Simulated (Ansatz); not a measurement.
A periodic model of amorphous In9Ga9Zn9O35H:

```xyz
63
Lattice="9.2324 0.0000 0.0000 0.0000 9.2324 0.0000 0.0000 0.0000 9.2324" Properties=species:S:1:pos:R:3 pbc="T T T"
In     0.2712     5.0927     5.9694
In     8.8329     8.2572     5.8262
In     7.9283     3.6444     0.2829
In     6.3994     5.3552     7.1511
In     6.5797     4.0337     3.7597
In     0.8291     0.4879     2.1299
In     7.1827     2.1927     6.3296
In     4.6493     1.8816     8.4668
In     4.6309     0.9223     4.5328
Ga     1.9970     0.1825     7.9616
Ga     3.3845     3.1953     1.9984
Ga     2.9986     6.5965     7.4122
Ga     8.1770     0.2306     8.8396
Ga     2.0535     3.5996     8.0318
Ga     0.7602     3.9484     2.7550
Ga     8.5795     6.7636     2.8609
Ga     2.4402     6.3867     1.6877
Ga     5.3155     6.9043     4.0183
Zn     3.2408     4.3925     4.7473
Zn     7.1512     0.1310     3.5061
Zn     5.6997     5.5744     1.2935
Zn     0.1709     6.2165     8.9154
Zn     5.6197     8.3816     6.8619
Zn     5.9948     1.7430     1.4912
Zn     2.1401     8.0017     4.4275
Zn     4.0862     8.5897     1.3936
Zn     1.6520     1.9247     5.1717
O      6.7422     8.1052     5.0938
O      1.5657     2.4415     1.8344
O      6.8268     6.1326     3.0443
O      2.4489     4.9220     6.5901
O      7.8313     1.5951     0.7953
O      0.9483     3.6574     4.6157
O      0.6965     9.0315     0.0200
O      0.8162     0.3612     4.4112
O      2.2762     8.1723     2.3782
O      2.2235     1.9018     7.1251
O      8.5029     0.7649     7.0448
O      0.2824     4.1131     8.1709
O      6.3501     3.3013     7.9595
O      6.6809     8.3779     8.6738
O      6.6573     1.8996     4.2970
O      8.3240     8.5099     2.2862
O      5.2894     3.5971     2.0268
O      4.8300     6.7028     7.4195
O      8.5135     6.5862     7.1534
O      4.0565     8.0939     4.7833
O      3.3891     2.4824     4.0105
O      5.2687     1.0656     6.5838
O      4.3845     6.7117     2.0532
O      1.9150     8.0151     6.6797
O      8.1932     3.7322     2.3963
O      3.4139     3.4710     0.0278
O      5.0367     5.1958     4.8576
O      7.0939     5.6339     0.0006
O      0.4659     5.8514     1.6849
O      5.3146     0.2984     2.5821
O      0.4113     6.7136     4.4573
O      2.5813     4.7789     2.7505
O      2.2095     6.2643     9.0547
O      3.6071     0.0104     8.8726
O      7.5490     4.2444     5.6923
H      6.8526     7.4452     8.9606
```

Computed with PBE, scalar-relativistic without spin-orbit coupling (plane waves to 420 eV, PAW; Ansatz, a program for electronic structure). The usual formal charges leave 3 electrons over, so the level spacing at the Fermi energy parts defect or band states and needn't be the band gap.

Preparation: random packing, a CHGNet melt and quench, and a DFT relaxation. O atoms were pushed apart under 1.9 Å during the dynamics, to hinder bonds among them. The hot cell started wider than the set density and was brought back towards it in steps. It is the lowest in DFT energy of 2 quenches. It is a model cell: composition and starting density were chosen by hand, and all elements were melted together. No dispersion term was used. Its density started from a set value of 5.93 and ended at 5.93 g/cm³. The simulated quench (nominally 530 K/ps over its main leg) is rapid and tends to freeze in more defects than a deposited or slowly cooled glass has. A cell of this size samples the disorder only roughly. The volume was held where the preparation left it, at a PBE pressure of 3.5 GPa. Stress components on the final sampling reach 4.3 GPa. On a 2×2×2 Γ-centred mesh force components of up to 0.42 eV/Å stay, since the relaxation ran on the zone centre alone. Cycles of charging lowered its energy after that relaxation.

Bonds are counted up to In-In 3.12 Å, In-Ga 2.90 Å, In-Zn 2.90 Å, In-O 2.58 Å, In-H 2.08 Å, Ga-Ga 2.68 Å, Ga-Zn 2.68 Å, Ga-O 2.36 Å, Ga-H 1.84 Å, Zn-Zn 2.68 Å, Zn-O 2.52 Å, Zn-H 1.84 Å, O-O 1.58 Å, O-H 1.16 Å, H-H 0.90 Å. Two cations that share two anions don't count as bonded, nor two that share one unless they lie closer than In-In 3.04 Å, In-Ga 2.82 Å, In-Zn 2.82 Å, Ga-Ga 2.61 Å, Ga-Zn 2.61 Å, Zn-Zn 2.61 Å.

**Question.** Give the coordination numbers, mean bond lengths and angles.

**Answer.** 
```
Quantity                                                                                                      Result
---------------------------------  ---------------------------------------------------------------------------------
Mean coordination of In by anions  5.22 (1 with 4, 5 with 5, 3 with 6); 1 close contacts or bonds to cations besides
Mean coordination of Ga by anions                                                          4.44 (5 with 4, 4 with 5)
Mean coordination of Zn by anions  4.22 (1 with 3, 5 with 4, 3 with 5); 1 close contacts or bonds to cations besides
Mean coordination of O                                                                   3.60 (14 with 3, 21 with 4)
Mean coordination of H                                                                               1.00 (1 with 1)
Mean In-O bond                                                                  2.193 Å (spread 0.086 Å, 47 counted)
Mean Ga-O bond                                                                  1.936 Å (spread 0.093 Å, 40 counted)
Mean Zn-O bond                                                                  2.057 Å (spread 0.123 Å, 38 counted)
Bond angle at In                                                                           mean 104.6°, spread 27.1°
Bond angle at Ga                                                                           mean 107.8°, spread 21.1°
Bond angle at Zn                                                                           mean 106.9°, spread 23.7°
Bond angle at O                                                                            mean 110.1°, spread 15.1°
```

**Question.** List the pairs of like atoms that count as bonded by the rules above.

**Answer.** There are none by these rules.
